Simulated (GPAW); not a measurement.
Input and output of a self-consistent single point for HfZn₂ (Fd-3m, 6 atoms in the cell) (GPAW).

Level of theory: LDA (Perdew-Wang 92), GPAW PAW datasets LDA (gpaw-data 1.0.1) (plane waves; GPAW).

The change in words: lattice scaled by 0.98. Reference geometry:
```yaml
crystal:
  lattice:
    - [0.00000, 3.55564, 3.55564]
    - [3.55564, 0.00000, 3.55564]
    - [3.55564, 3.55564, 0.00000]
  atoms:
    - { symbol: Hf, position: [0.75000, 0.75000, 0.75000], spin: 1.0 }
    - { symbol: Hf, position: [0.50000, 0.50000, 0.50000], spin: 1.0 }
    - { symbol: Zn, position: [0.12500, 0.12500, 0.62500] }
    - { symbol: Zn, position: [0.12500, 0.62500, 0.12500] }
    - { symbol: Zn, position: [0.12500, 0.12500, 0.12500] }
    - { symbol: Zn, position: [0.62500, 0.12500, 0.12500] }
```
(The spins are starting values, not results.)

Reference input (self-consistent single point, DFT LDA (Perdew-Wang 92), plane waves, GPAW PAW datasets LDA (gpaw-data 1.0.1)): spinpol = true; mode = pw; ecut = 850 eV; xc = LDA; kpts = 5 5 5; mesh shift (steps) = 0 0 0; occupations.name = fermi-dirac; occupations.width = 0.1 eV; nbands = -12; convergence.forces = 0.001 eV/Å; symmetry.symmorphic = false; symmetry.tolerance = 0.0005. This run's input differs from it in these lines:

```diff
@@ -5,5 +5,5 @@
 atoms = Atoms(['Hf', 'Hf', 'Zn', 'Zn', 'Zn', 'Zn'],
-              cell=[[0.000000, 3.555637, 3.555637],
-                    [3.555637, 0.000000, 3.555637],
-                    [3.555637, 3.555637, 0.000000]],
+              cell=[[0.000000, 3.484524, 3.484524],
+                    [3.484524, 0.000000, 3.484524],
+                    [3.484524, 3.484524, 0.000000]],
               scaled_positions=[[0.750000, 0.750000, 0.750000],
```

The program printed (abridged):

```
     iter     time        total  log10-change:         magmom
                         energy   eigst   dens  force
iter:   1 --:--:--   -27.141750                          +1.9902
iter:   2 --:--:--   -27.129891   -0.36  -1.47           +1.3677
iter:   3 --:--:--   -26.258061   -1.36  -1.48           +0.8005
iter:   4 --:--:--   -26.079632   -1.23  -1.57           +0.6061
iter:   5 --:--:--   -26.569682   -1.31  -1.74           -0.2580
iter:   6 --:--:--   -26.097064   -2.12  -1.90           -0.0100
iter:   7 --:--:--   -25.969158   -1.52  -1.99           +0.0141
iter:   8 --:--:--   -25.986881   -1.90  -2.55           +0.0173
   [... lines left out ...]
iter:  17 --:--:--   -25.898437c  -6.40  -3.89           -0.0000
iter:  18 --:--:--   -25.898403c  -5.88  -3.96           -0.0000
iter:  19 --:--:--   -25.898475c  -4.98  -4.07c          -0.0000
iter:  20 --:--:--   -25.898351c  -5.67  -3.84           -0.0000
iter:  21 --:--:--   -25.898348c  -6.87  -4.37c          -0.0000
iter:  22 --:--:--   -25.898364c  -6.97  -4.39c          -0.0000
iter:  23 --:--:--   -25.898362c  -6.49  -4.48c          -0.0000
iter:  24 --:--:--   -25.898362c  -7.90c -5.59c          -0.0000
iter:  25 --:--:--   -25.898362c  -9.13c -5.66c -16.67c   -0.0000
Converged after 25 iterations.

Dipole moment: (-13.323347, -13.323347, -13.323347) |e|*Ang

Total magnetic moment: (0.000000, 0.000000, -0.000002)
Local magnetic moments:
   0 Hf ( 0.000000,  0.000000, -0.000000)
   1 Hf ( 0.000000,  0.000000, -0.000000)
   2 Zn ( 0.000000,  0.000000, -0.000000)
   3 Zn ( 0.000000,  0.000000, -0.000000)
   4 Zn ( 0.000000,  0.000000, -0.000000)
   5 Zn ( 0.000000,  0.000000, -0.000000)

Energy contributions relative to reference atoms: (reference = -1014434.263792)

Kinetic:        +22.120414
Potential:       -7.596661
External:        +0.000000
XC:             -39.144470
Entropy (-ST):   -0.192617
Local:           -1.181336
SIC:             +0.000000
--------------------------
Free energy:    -25.994670
Extrapolated:   -25.898362

Spin contamination: 0.000000 electrons
Showing only first 2 kpts
   [... lines left out ...]
Fermi level: 9.87008
No gap
   [... lines left out ...]
  0 Hf    0.00000    0.00000    0.00000
  1 Hf    0.00000   -0.00000   -0.00000
  2 Zn   -0.00000    0.00000   -0.00000
  3 Zn    0.00000    0.00000   -0.00000
  4 Zn   -0.00000   -0.00000    0.00000
  5 Zn    0.00000    0.00000    0.00000

Stress tensor:
    -0.073396    -0.000000    -0.000000
    -0.000000    -0.073396     0.000000
    -0.000000     0.000000    -0.073396
Stress (GPa, Voigt): [-11.7593 -11.7593 -11.7593   0.      -0.      -0.    ]
```

The run converged in 25 iterations. GPAW prints stress with tension positive. Against the reference run the free energy goes up by 35.8 meV/atom and the pressure goes from 1.79 to 11.76 GPa.

The starting cell comes from a database of computed structures (which also holds hypothetical and non-ambient phases and stackings), without a prior relaxation at this level. Its lattice was rescaled by a random factor within 2.5 % of one. For this run, on top of that: lattice scaled by 0.98. The starting moments vanished: the run ended non-magnetic. With a pressure of about 12 GPa the cell is away from its equilibrium volume at this level.

Cost on one core of a shared machine: roughly 2 min.
